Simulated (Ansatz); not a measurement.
Defect migration in polar orthorhombic HfO2: N-vacancy pair (N on one host O site, one O site vacant), charge state +1. Level of theory: PBE, PAW (plane waves to 420 eV; Ansatz, a first-principles code).

Settings: 96 host sites, the relaxed PBE lattice, the Γ point alone, smearing 0.01 eV, spin-restricted, no image-charge correction. Static, classical nuclei. Spin-orbit coupling is left out. The host's phase is taken as given; its stability against other phases was not computed. The charge state is imposed; whether it is stable for some Fermi level was not computed. Forms of the defect that were not tried may lie lower. The start lies 0.29 eV above the lowest site run (PBE).

Barriers: single points on a 2×2×2 k-point mesh shifted by half a step at the bands' geometries.

The step: a nearby O atom hops onto the vacant site (N-vacancy distance between ideal sites 2.73 → 4.59 Å). Atoms about the jump, Cartesian Å from the middle of the jump, before and after:

| atom | x0 | y0 | z0 | x1 | y1 | z1 |
|---|---|---|---|---|---|---|
| O1 | -0.26 | 0.92 | -0.26 | 0.26 | -0.92 | 0.26 |
| Hf2 | -1.49 | -0.04 | 1.08 | -1.51 | -0.36 | 1.25 |
| Hf3 | 1.18 | -0.08 | -1.65 | 1.13 | -0.26 | -1.51 |
| O4 | 2.32 | 1.05 | -0.33 | 2.12 | 1.13 | -0.31 |
| O5 | -0.08 | 1.27 | 2.27 | -0.07 | 1.24 | 2.11 |
| O6 | -0.64 | -1.14 | -2.27 | -0.69 | -1.16 | -2.33 |
| O7 | -2.12 | -1.75 | 0.20 | -2.20 | -1.91 | 0.19 |
| O8 | -0.64 | -1.20 | 2.58 | -0.72 | -1.13 | 2.94 |
| N9 | 2.61 | -1.56 | 0.04 | 2.91 | -1.59 | 0.05 |
| Hf10 | 1.34 | 2.29 | 1.03 | 1.43 | 2.41 | 1.14 |
| O11 | 0.04 | 1.28 | -2.82 | -0.01 | 1.28 | -2.55 |
| Hf12 | 1.45 | -2.97 | 1.05 | 1.40 | -2.71 | 0.95 |
| O13 | -2.99 | 0.92 | -0.24 | -2.79 | 0.86 | -0.27 |
| O14 | -0.18 | -3.70 | -0.25 | -0.21 | -3.78 | -0.30 |
| Hf15 | -1.60 | -2.79 | -1.59 | -1.61 | -2.84 | -1.62 |
| O16 | 1.94 | -1.73 | -2.53 | 1.95 | -1.81 | -2.45 |
| O17 | 2.59 | 0.88 | 2.25 | 2.66 | 0.94 | 2.29 |
| Hf18 | 1.02 | -0.12 | 3.52 | 1.05 | -0.06 | 3.54 |
| Hf19 | -1.61 | 2.25 | -1.52 | -1.74 | 2.34 | -1.62 |
| O20 | 1.91 | -1.83 | 2.83 | 1.91 | -1.75 | 2.79 |

Problem. Give the saddle-point geometry and the barrier.

Solution. 
```
atom      x      y      z
----  -----  -----  -----
O1     0.07  -0.25   0.10
Hf2   -1.56  -0.29   1.19
Hf3    1.16  -0.19  -1.57
O4     2.28   1.11  -0.33
O5    -0.08   1.33   2.26
O6    -0.66  -1.20  -2.39
O7    -2.18  -1.89   0.18
O8    -0.69  -1.16   2.82
N9     2.77  -1.59   0.03
Hf10   1.42   2.34   1.11
O11   -0.01   1.30  -2.59
Hf12   1.47  -2.90   1.01
O13   -2.87   0.88  -0.28
O14   -0.17  -3.73  -0.28
Hf15  -1.60  -2.83  -1.63
O16    1.94  -1.80  -2.48
O17    2.62   0.90   2.27
Hf18   1.02  -0.08   3.53
Hf19  -1.73   2.32  -1.61
O20    1.91  -1.78   2.78
```
It lies 0.63 eV above the start and 0.22 eV above the end. The saddle point's order was not checked.
